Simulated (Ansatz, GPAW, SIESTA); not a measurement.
Code comparison for BaTiO3 (P4mm, 5 atoms in the cell)

Band-structure calculation.

```
BaTiO3
1.0
    3.99000     0.00000     0.00000
    0.00000     3.99000     0.00000
    0.00000     0.00000     4.04000
Ba Ti O
1 1 3
Direct
  0.00000   0.00000   0.00000
  0.50000   0.50000   0.51300
  0.50000   0.50000   0.97700
  0.00000   0.50000   0.48700
  0.50000   0.00000   0.48700
```

Shared settings, as Ansatz (a quantum-chemistry and plane-wave program) writes them: kpoints.mp_grid.grid = 7 7 7; scf.occupations.method = fermi_dirac; scf.occupations.width = 0.05 eV. Potentials and cutoffs stand in the table.

```tsv
code	model	gap along the path (eV)	smallest direct gap (eV)	cutoff
SIESTA	GGA PBE, numerical atomic orbitals DZP, PseudoDojo PBE standard norm-conserving potentials (rewritten from UPF to PSML)	1.77	2.12	grid 350 Ry
Ansatz	PBE, default PAW files	1.84	2.14	420 eV
GPAW	PBE, GPAW PAW datasets PBE (gpaw-data 1.0.1)	1.82	2.14	900 eV
```

The spread over the programs that give each value: gap along the path within 0.07 eV; smallest direct gap within 0.02 eV.

SIESTA uses small atom-centred bases, whose incompleteness enters pressures, forces and empty levels differently from a plane-wave cutoff.

The starting cell has typed, rounded lattice constants, without a prior relaxation at this level.

Left out of this page: Quantum ESPRESSO (not drawn, or without a comparable value); CP2K (unsound by tests on forces, stress, charge or solver warnings).

Keys are those of Ansatz 0.2.
